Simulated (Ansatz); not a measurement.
Given:

End structure of a constructed model of the (111) surface of fcc Au, (√3x√3)R30° surface alloy, Sn on one Au site of the top plane (bottom of the slab: a bare face, its two planes held):

```xyz
18
Lattice="4.4094 2.5458 0.0000 -4.4094 2.5458 0.0000 0.0000 0.0000 28.5000" Properties=species:S:1:pos:R:3 pbc="T T T"
Au    -2.9396     1.6972     8.2466
Au     0.0000     1.6972     8.2466
Au     2.9396     1.6972     8.2466
Au    -1.4698     0.8486    10.6467
Au     1.4698     0.8486    10.6467
Au     0.0000     3.3943    10.6467
Au     0.0000     0.0000    13.0443
Au    -1.4698     2.5458    13.0328
Au     1.4698     2.5458    13.0328
Au    -2.9336     1.6937    15.4345
Au     0.0000     1.7041    15.4345
Au     2.9336     1.6937    15.4345
Au    -1.4592     0.8425    17.8471
Au     1.4592     0.8425    17.8471
Au     0.0000     3.4066    17.8471
Sn     0.0000     0.0000    20.4585
Au    -1.4698     2.5458    20.3592
Au     1.4698     2.5458    20.3592
```

Slab: 18 atoms, 12.0 Å thick at the start; k 9x9x1, smearing 0.1 eV, dipole-corrected; 6 atoms held, the rest relaxed; held to the start's symmetry, so lower structures may exist; no spin, no spin-orbit, no U. It is one candidate, not shown to be the stable structure of the face.

Q: Estimate the work function of the top face that PBE (Ansatz, a quantum-chemistry and plane-wave program) returns for this input.

A: 4.66 eV
